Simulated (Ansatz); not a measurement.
**A computed series for TiC: pressure series**

Start from TiC in the rock salt structure (space group Fm-3m, No. 225; a = 4.333 Å).

Cell and atoms are relaxed at each pressure.

Calculations: Ansatz (a first-principles code), PBE, PAW, cutoff 420 eV, no SOC.

```csv
pressure (GPa),volume per atom (Å³/atom)
-1,10.210
0,10.169
0.9,10.133
2.1,10.086
4.5,9.995
9,9.833
15,?
22.5,9.415
30,9.216
```

Question: Fit the third-order Birch–Murnaghan form P(V) = (3B₀/2)[(V₀/V)^(7/3) − (V₀/V)^(5/3)]·[1 + (3/4)(B₀′ − 4)((V₀/V)^(2/3) − 1)] (squares taken in P) to the rows shown and predict the withheld row.

Answer: Least squares on the printed values gives V₀ = 10.169 Å³/atom, B₀ = 251 GPa, B₀′ = 4.0; this predicts 9.637 Å³/atom, and the run gives 9.637 Å³/atom, in agreement.

Load acts through the strain it causes; cell and atoms are relaxed under it. Stability against distortions was not tested. Competing high-pressure phases were not computed. All final runs are without spin polarisation.
